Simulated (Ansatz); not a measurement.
Results of HSE06-D3(BJ) (plane waves, PAW; Ansatz, an electronic-structure program) for AlB2-type MgB₂.

Run with plane-wave cutoff 460 eV, 12×12×8 k mesh (along the axes of the cell as run), Fermi–Dirac smearing 0.05 eV, scalar-relativistic PAW data made under PBE.

Computed at the level's own relaxed cell.

Task: Give the computed lattice parameter a and c axis length.

Result: 
- lattice parameter a = 3.042 Å
- c axis length = 3.431 Å

Measured, for comparison: lattice constant a 3.083 Å, lattice parameter c 3.521 Å (300 K, not corrected to a static lattice; as tabulated in Loa et al. (2002), arXiv:cond-mat/0206051). Computed (rounded) less measured: lattice constant a -1.3 %, lattice parameter c -2.6 %. A static lattice is as a rule a little smaller and stiffer than an uncorrected measurement, which narrows the difference in the lattice constant a and would widen misses of the other sign.

The computed numbers hold no vibrational or temperature effects.

Cost on a shared machine: very roughly 18 core-minutes.
